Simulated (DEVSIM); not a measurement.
System: Schottky contact on n-type Ge, at 250 K.

Layer 1 from the left is Ge, thickness (μm) 20.0, Nd (cm⁻³) 3e15, τn (s) 1.1e-7, τp (s) 1.1e-7. Layer 2 from the left is Ge, thickness (μm) 0.890, Nd (cm⁻³) 2.2e18, τn (s) 1.1e-7, τp (s) 1.1e-7.

Left contact: Schottky, work function 4.37 eV, emission velocity 1.5e6 cm/s. Right contact: ohmic. Voltage is applied to the left contact. Recombination: SRH at mid-gap. Mobility is constant in doping.

Constants are typed, rounded textbook-type inputs, not results; the design itself was drawn at random and stands for no fabricated device. Values at 300 K; Nc and Nv go as T^1.5, mobilities as T to minus their exponent, the gap by Varshni's rule with the affinity fixed.

Ge: gap (eV) 0.664, affinity (eV) 4, permittivity 16, Nc (cm⁻³) 1.04e19, Nv (cm⁻³) 6e18, μn (cm²/Vs) 3900, μp (cm²/Vs) 1900, T exponent of μn 1.66, T exponent of μp 2.33, Varshni α (eV/K) 0.000477, Varshni β (K) 235.

Simulated with DEVSIM: 1D drift-diffusion, Boltzmann statistics, complete ionisation; no tunnelling, impact ionisation, image-force lowering or self-heating. Metal contacts follow the ideal Schottky-Mott rule: no Fermi-level pinning, no interface dipoles.

What does the simulation give for the dark forward voltage at 1 A/cm², the potential step across the device at zero bias, the dark forward voltage at 100 A/cm²?

dark forward voltage at 1 A/cm² 0.062 V; potential step across the device at zero bias 0.342 V; dark forward voltage at 100 A/cm² 0.239 V.
